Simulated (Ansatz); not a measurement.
A hypothetical phase is included: elements placed on a structure type, which no database files for this compound.

By r2SCAN, the system below comes out a metal.

Without scattering a metal conducts by its projected Fermi surface.

Given:

```
Ge
1.0
    5.33822     0.00000     0.00000
    0.00000     7.54938     0.00000
    0.00000     3.77469     3.77469
Ge
8
Direct
  0.50000   0.75000   0.25000
  0.50000   0.25000   0.75000
  0.75000   0.00000   0.50000
  0.25000   0.00000   0.50000
  0.00000   0.50000   0.75000
  0.00000   0.50000   0.25000
  0.00000   0.00000   0.00000
  0.50000   0.50000   0.00000
```

The cell was relaxed by PBE-D3(BJ); by r2SCAN it stands under a pressure of 1.1 GPa.

The current flows along the normal of the first two printed cell vectors, the (110) plane of the conventional cell. No spin-orbit coupling; the value is a mean over 0.1 eV about the Fermi level.

Task: Give the ballistic conductance per area that Ansatz (a program for electronic structure) with r2SCAN yields.

Result: 1.3 × 10¹⁵ S/m² for both spins.
